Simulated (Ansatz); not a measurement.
```
CELL_PARAMETERS angstrom
     -1.60034     1.60034     3.91760
      1.60034    -1.60034     3.91760
      1.60034     1.60034    -3.91760
ATOMIC_POSITIONS crystal
  Si 0.66516 0.66516 0.00000
  Si 0.33484 0.33484 0.00000
  Mo 0.00000 0.00000 0.00000
```

No spin polarisation.

Method: PBE/PAW in Ansatz (a first-principles code), no spin-orbit coupling. Settings: 25×25×25 k-points, 0.1 eV Fermi–Dirac smearing.

Predict the pressure, band gap and space group.

The pressure (mean of the normal stresses, compression positive) is 3.2 GPa and the band gap is zero. The space group is I4/mmm (No. 139).

The cells carry an imposed strain or load. Whether these cells are dynamically stable was not tested. The final runs are not spin-polarised. The cell was made from MoSi2 (space group I4/mmm, No. 139) by this change: isotropic strain −0.50 %.
